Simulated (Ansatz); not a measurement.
The starting structures come from a database of crystals and need not be the phases stable at ambient conditions.

Inside the gap of an insulator the Bloch states are evanescent, with a wavenumber k + iκ along the transport direction.

Input:

```
BaMg2Sb2
1.0
    4.79854     0.00000     0.00000
    0.00000     8.20590     0.00000
    2.39927     0.00000     4.15566
Ba Mg Sb
1 2 2
Direct
  0.00000   0.00000   0.00000
  0.66667   0.62334   0.66667
  0.33333   0.37666   0.33333
  0.66667   0.26949   0.66667
  0.33333   0.73051   0.33333
```

The cell is taken as given.

Transport runs along the normal of the first two printed cell vectors, the (100) plane of the conventional cell.

The gap is the functional's own. No spin-orbit coupling. Mid-gap values are those at the computed energy nearest the middle.

Problem. Compute, with r2SCAN (Ansatz, a quantum-chemistry and plane-wave program), the band gap and the smallest decay constant κ at mid-gap.

Solution. Gap 1.21 eV on a 8×4×8 mesh; κ = 0.117 1/Å, at the zone centre.
